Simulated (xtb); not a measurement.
xtb 6.7.1, GFN2-xTB: Cc1ccsc1, 12 atoms. The geometry is a generated start, not checked to be a minimum at this level.

```
Quantity                                                                                                        Value
------------------------  -------------------------------------------------------------------------------------------
method                                                                                                       GFN2-xTB
--acc                                                                                                     1 (default)
--etemp (K)                                                                                             300 (default)
detailed input (--input)  none: ANC optimiser, Lindh (1995) Hessian, microcycle=20, maxdispl=1.0, hlow=0.01 (default)
basis functions                                                                                                    36
valence electrons                                                                                                  32
```

```xyz
12

C     -1.7346    -0.1642     0.0818
C     -0.2702     0.1017    -0.0035
C      0.7454    -0.9019     0.1200
C      2.0174    -0.3881    -0.0020
S      2.0032     1.2992    -0.2687
C      0.2942     1.3446    -0.2220
H     -2.2747     0.7170     0.4434
H     -2.1274    -0.4294    -0.9049
H     -1.9416    -0.9903     0.7698
H      0.5499    -1.9539     0.2914
H      2.9557    -0.9226     0.0519
H     -0.2174     2.2880    -0.3573
```

The structure is relaxed from this start with --opt LEVEL for the levels crude, sloppy, loose, lax, normal, tight, vtight, extreme, once each. Up to the end of the extreme run atoms move by at most 0.42 Å along an axis.

Which level is enough to come within 1 meV of the tightest end point?

normal: 18 cycles against 23, ending 0.087 meV above.

| level | cycles | energy above the extreme run (meV) | gradient norm (eV/Å) |
|---|---|---|---|
| crude | 3 | 8.8 | 0.24 |
| sloppy | 4 | 7.8 | 0.11 |
| loose | 4 | 7.8 | 0.11 |
| lax | 6 | 6.6 | 0.13 |
| normal | 18 | 0.087 | 0.020 |
| tight | 20 | 0.014 | 0.034 |
| vtight | 22 | under 0.01 | 0.0033 |
| extreme | 23 | — | 0.00099 |
